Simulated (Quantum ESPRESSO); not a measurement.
# How a calculation on ZrCu3 (P6_3/mmc, 8 atoms in the cell) responds to its settings

```xyz
8
Lattice="5.6559 0.0000 0.0000 -2.8279 4.8981 0.0000 0.0000 0.0000 4.2436" Properties=species:S:1:pos:R:3 pbc="T T T"
Zr     2.8279     1.6327     1.0609
Zr     0.0000     3.2654     3.1827
Cu     1.2834     0.7410     3.1827
Cu     1.5445     4.1572     1.0609
Cu     0.0000     1.4819     1.0609
Cu     2.8279     3.4162     3.1827
Cu     4.3725     0.7410     3.1827
Cu    -1.5445     4.1572     1.0609
```

Base run A: LDA (PZ), PSlibrary PAW (LDA) pseudopotentials run with Quantum ESPRESSO 7.5, self-consistent single point.

Its settings: ecutwfc = 55 Ry; ecutrho = 330 Ry; occupations = smearing; smearing = cold; degauss = 0.0147 Ry; potentials = {Zr: Zr.pz-spn-kjpaw_psl.1.0.0.UPF, Cu: Cu.pz-dn-kjpaw_psl.1.0.0.UPF}; K_POINTS = automatic 4 4 4 1 1 1; conv_thr = 1e-11 Ry.

The starting cell comes from a database of computed structures (which also holds hypothetical and non-ambient phases and stackings), without a prior relaxation at this level. Spin polarisation is off. In the base run, with a pressure of about -10 GPa the cell is away from its equilibrium volume at this level. Without a gap this mesh is coarse (it stands for a supercell whose shortest vector is 17 Å).

ΔF is the free energy per atom less that of run A. 

| run | conv_thr | ΔF (meV/atom) | pressure (GPa) | largest force (eV/Å) |
|---|---|---|---|---|
| A | 1e-11 Ry | 0.00 | -9.76 | 0.183 |
| B | default | 0.00 | -9.78 | 0.183 |
| C | 0.0001 Ry | 0.02 | -11.44 | 0.222 |
| D | 1e-05 Ry | 0.02 | -11.44 | 0.222 |

Run C against A: The free energy stays essentially unchanged (within 1 meV/atom), the pressure goes from -9.76 to -11.44 GPa and the largest force goes from 0.183 to 0.222 eV/Å.

Run D against A: The free energy hardly moves (within 1 meV/atom), the pressure goes from -9.76 to -11.44 GPa and the largest force goes from 0.183 to 0.222 eV/Å.
